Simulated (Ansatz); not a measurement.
System: SnO (within 0.1 Å of Cmce, No. 64, 8 atoms in the cell; start mp-1078644; a measured phase of this formula has another space group). Method: HSE06 (Ansatz, a program for electronic structure, plane waves, PAW).

Settings: plane-wave cutoff 500 eV, 6×6×2 k mesh (along the axes of the cell as run), gaussian smearing 0.02 eV, scalar-relativistic PAW data made under PBE.

Cell (relaxed with r²SCAN):

```xyz
8
Lattice="2.2537 -2.6404 0.0000 2.2537 2.6404 0.0000 0.0000 0.0000 12.5300" Properties=species:S:1:pos:R:3 pbc="T T T"
Sn     2.2537    -2.2600    12.4766
Sn     2.2537     2.2600     6.2116
Sn     2.2537    -0.3944     9.7110
Sn     2.2537     0.3944     3.4460
O      2.2537    -0.1896    11.8363
O      2.2537     0.1896     5.5713
O      2.2537     2.8151    10.3516
O      2.2537    -2.8151     4.0866
```

Task: Estimate the band gap that the calculation returns.

Result: 
- band gap: 2.56 eV (on the SCF k mesh)

Note: cell and atoms aren't relaxed at this level (largest force component 0.16 eV/Å, pressure -0.4 GPa); the cell has widely spaced layers and the level no dispersion term, so their spacing and the moduli can rest on weak binding.

Spin–orbit coupling is not included.

A start named mp-… is a Materials Project structure, which need not be a measured phase.
